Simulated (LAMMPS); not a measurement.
Pressure dependence of Ta (bcc) at 4280 K, from the melt.

Model: MD with a machine-learned potential, pair style snap, file Ta06A.snap, run in LAMMPS.

```
P (GPa)   state                volume       coordination number  self-diffusion coefficient of Ta (not corrected for cell size)
-------  ------  --------------------  ------------------------  --------------------------------------------------------------
0        liquid  20.04 ± 0.02 Å³/atom  13.1 (counted to 4.02 Å)                                       (6.8 ± 0.5) × 10^-5 cm²/s
2        liquid  19.66 ± 0.03 Å³/atom  13.3 (counted to 4.02 Å)                                       (6.9 ± 0.3) × 10^-5 cm²/s
5        liquid  19.16 ± 0.01 Å³/atom  12.8 (counted to 3.90 Å)                                       (6.2 ± 0.3) × 10^-5 cm²/s
```

Caution: a run this short can hold a crystal over, or a liquid under, the potential's own melting point, which these runs don't give.

Caution (row 5): enthalpy drifts during the constant-pressure average: a transition or slow ageing; fluctuation values are void.

Estimate the isothermal bulk modulus at zero pressure. A parabola P(ln V) through the three points gives −dP/d ln V = 99 GPa at zero pressure.

States go by the mean squared displacement: a species diffuses where it passes 1.5 Å², still rises and gives D over 1e-6 cm²/s; a crystal has left its structure where atoms lie 0.35 Å off their sites on average or a cubic box changes its shape by 3 %, or the axial ratios of another lie 8 % off the starting cell's, which the potential's own relaxation can also do.

Errors of D are the spread over four groups of atoms in one short run; a floor of about 5 %, a picked value, is safer.

Errors shown are sampling errors alone.
